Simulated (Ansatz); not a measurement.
Cubic perovskite CsPbCl₃ (cubic high-temperature phase) was calculated with HSE06+SOC in Ansatz (PAW).

Run with plane-wave cutoff 460 eV, 4×4×4 k mesh, Fermi–Dirac smearing 0.01 eV, PAW data made under PBE.

The cell has the measured lattice: a = 5.6050 Å, b = 5.6050 Å, c = 5.6050 Å, α = 90.00°, β = 90.00°, γ = 90.00°.

Give the computed band gap and Γ–Γ gap.


- band gap = 1.31 eV (on the SCF k mesh) (direct)
- Γ–Γ gap = 7.11 eV

Note: held by symmetry at 0 K, a high-temperature phase can be a saddle point; cell and atoms aren't relaxed at this level (pressure 1.3 GPa).

Computed values are for the static lattice.

Computing time: very roughly 19 core-minutes.

Ansatz is a first-principles code.
